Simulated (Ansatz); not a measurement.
## Hypothetical zinc blende ScBi: response to strain

The reference is ScBi in the zinc blende structure (space group F-43m, No. 216; a = 6.6407 Å; a hypothetical phase, not in the database extracts checked). Axes: x, y, z lie along the cube axes.

Strains are applied to the cell and any free atomic positions relax.

Calculations: plane-wave PAW DFT at the PBEsol level (Ansatz, a program for electronic structure, 420 eV), scalar-relativistic without spin-orbit coupling.

| uniaxial strain ε_yy (%) | band gap (eV) |
|---|---|
| 0 | 1.30 |
| 0.94 | 1.27 |
| 5.33 | ? |
| 5.85 | 1.11 |

Q: Fit E_g = E₀ + Dε (ε in %) to the rows shown and predict the withheld row.

A: Least squares on the printed values gives E₀ = 1.30 eV, D = -32.5 meV per % of strain (largest residual 0.00 eV); this predicts 1.13 eV, and the run gives 1.13 eV, in agreement.

With Bi present, leaving out spin-orbit coupling can change the band edges. Stability against distortions was not tested. All final runs are without spin polarisation.
